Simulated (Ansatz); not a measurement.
Ta$_{2}$InC (P6_3/mmc): resistivity and electron-phonon coupling

Consider the following.

```
InTa2C
1.0
    3.13711     0.00000     0.00000
   -1.56856     2.71682     0.00000
    0.00000     0.00000    14.32792
Ta In C
4 2 2
Cartesian
  1.56856   0.90561   8.35913
  0.00000   1.81121   5.96879
  0.00000   1.81121   1.19517
  1.56856   0.90561  13.13275
  1.56856   0.90561   3.58198
  0.00000   1.81121  10.74594
  0.00000   0.00000   7.16396
  0.00000   0.00000   0.00000
```

Level of theory: PBEsol, DFPT electron-phonon coupling, linearised Boltzmann equation (plane waves, PAW, scalar-relativistic; Ansatz, a program for electronic structure). Geometry: relaxed with this functional, without spin-orbit coupling.

resistivity at 300 K: 16.1 (x), 16.1 (y), 35 (z) μΩ·cm
resistivity at 77 K: 2.2 (x), 2.2 (y), 4.8 (z) μΩ·cm
electron mean free path at 300 K (weighted by the current that each state carries): 8.2 (x), 8.2 (y), 7.0 (z) nm
electron-phonon coupling λ: 0.35
transport coupling λ_tr: 0.37 (x), 0.37 (y), 0.35 (z)
logarithmic mean phonon energy: 19.2 meV
density of states at the Fermi level: 1.58 states/(eV·spin·cell)
Drude plasma energy: 5.0 (x), 5.0 (y), 3.3 (z) eV

A metal at this level (no band gap). Only scattering by harmonic phonons is included (no impurities, grain boundaries, electron-electron scattering or thermal expansion). Spin-orbit coupling is left out, which matters with elements this heavy. Halving the electron mesh (32x32x8) moves the resistivity by up to 5 % at 300 K, the mean free path by up to 6 %, the coupling by up to 1 %. Smearing 0.20 eV; phonons on a 5x5x1 q mesh, which this run doesn't test and which matters most at low temperature.

Computed structure with no diffraction record at hand here (it may be known, metastable or hypothetical): Ta2InC (P6_3/mmc).
